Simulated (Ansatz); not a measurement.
Base system: WC (space group P-6m2, No. 187; a = 2.898 Å, c = 2.828 Å). Axes: x lies along a and z along c of the hexagonal cell.

Modification: uniaxial strain ε_xx = −2.22 %, all other strain components held at zero; the atoms relax in the strained cell.

Levels (all Ansatz, an electronic-structure program, PAW): PBEsol (420 eV, scalar-relativistic without spin-orbit coupling); r2SCAN (500 eV, without spin-orbit coupling).

The geometry is relaxed with PBEsol.

```
Property           Value
---------------  -------
PBEsol pressure  9.2 GPa
```

Question: Predict the pressure from r2SCAN.

Answer: The pressure increases by 5.4 GPa to 14.6 GPa.

Single points use the geometry relaxed with PBEsol. Their cutoffs differ, which shifts pressures a little. Stability against distortions was not tested. All final runs are without spin polarisation.
